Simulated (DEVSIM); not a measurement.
Structure: Schottky contact on n-type GaN, at 300 K.

Layer 1 from the left is GaN, thickness (μm) 0.600, Nd (cm⁻³) 1.7e15, τn (s) 2.1e-9, τp (s) 6.3e-9.

Left contact: Schottky, work function 5.11 eV, emission velocity 5.6e6 cm/s. Right contact: ohmic. Voltage is applied to the left contact. Recombination: SRH at mid-gap, Auger. Mobility is μmin + (μ − μmin)/(1 + (N/Nref)^α).

This is a model device: material constants are rounded textbook-type values typed into the input, and sizes, dopings and lifetimes were drawn at random. Values at 300 K.

GaN: gap (eV) 3.43, affinity (eV) 4.1, permittivity 9.5, Nc (cm⁻³) 2.3e18, Nv (cm⁻³) 4.6e19, μn (cm²/Vs) 1200, μp (cm²/Vs) 100, μn,min 55, μp,min 3, Nref,n 2e17, Nref,p 3e17, αn 1, αp 2, Cn (cm⁶/s) 1e-30, Cp (cm⁶/s) 1e-30.

Simulated with DEVSIM: 1D drift-diffusion, Boltzmann statistics, complete ionisation; no tunnelling, impact ionisation, image-force lowering or self-heating. Metal contacts follow the ideal Schottky-Mott rule: no Fermi-level pinning, no interface dipoles.

What does the simulation give for the largest field in the device at zero bias, the potential step across the device at zero bias, the dark forward voltage at 1 A/cm², the dark forward voltage at 100 A/cm²?

largest field in the device at zero bias 23000 V/cm; potential step across the device at zero bias 0.824 V; dark forward voltage at 1 A/cm² 0.645 V; dark forward voltage at 100 A/cm² 0.791 V.
